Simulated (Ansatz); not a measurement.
Cubic perovskite SrVO3, treated with r²SCAN+U (plane waves, PAW; Ansatz, an electronic-structure program).

Settings: plane-wave cutoff 600 eV, 18×18×18 k mesh, Fermi–Dirac smearing 0.04 eV (set by the program), U_eff V 3.25 eV, no spin polarisation, scalar-relativistic PAW data made under PBE.

Cell (relaxed at this level):

```cif
data_O3SrV
_chemical_formula_sum 'Sr1 V1 O3'
_space_group_name_H-M_alt 'Pm-3m'
_space_group_IT_number 221
_space_group_name_Hall '-P 4 2 3'
_cell_length_a 3.83379
_cell_length_b 3.83379
_cell_length_c 3.83379
_cell_angle_alpha 90.000
_cell_angle_beta 90.000
_cell_angle_gamma 90.000
loop_
_atom_site_label
_atom_site_type_symbol
_atom_site_symmetry_multiplicity
_atom_site_Wyckoff_symbol
_atom_site_fract_x
_atom_site_fract_y
_atom_site_fract_z
_atom_site_occupancy
Sr1 Sr 1 a 0.00000 0.00000 0.00000 1
V1 V 1 b 0.50000 0.50000 0.50000 1
O1 O 3 c 0.00000 0.50000 0.50000 1
```

Question: Estimate the Voigt–Reuss–Hill bulk modulus, elastic constant C12, polycrystal shear modulus (Hill average), elastic constant C44 and elastic constant C11 that the calculation returns.

Answer: 
- Voigt–Reuss–Hill bulk modulus: 200 GPa
- elastic constant C12: 145 GPa
- polycrystal shear modulus (Hill average): 95.7 GPa
- elastic constant C44: 106 GPa
- elastic constant C11: 310 GPa

Note: the run warned that the count of filled bands differs between k points.

Elastic constants are with the ions relaxed.

Static lattice: no zero-point or thermal effects.

Cost on a shared machine: around 30 core-minutes (rough).
